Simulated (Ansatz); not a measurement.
Take SiC in the wurtzite structure (space group P6_3mc, No. 186; a = 3.056 Å, c = 5.016 Å) as the base. Axes: x lies along a and z along c of the hexagonal cell.

Computed with LDA (Ansatz, a first-principles code), spin-orbit coupling left out.

Now apply this change: a pure shear with ε_xz = ε_zx = 0.0067; the atoms relax in the strained cell.

**Question.** Predict the stress tensor and what it implies for the stiffness.

**Answer.** Stress of the strained cell less that of the base (GPa, compression positive):
```
  -0.02    0.00   -2.08
   0.00    0.01    0.00
  -2.08    0.00    0.02
```

Then −Δσ/γ with γ = 2ε = 0.0134 gives relaxed-ion elastic constants: C55 ≈ 155 GPa.

No phonon test of stability was made.
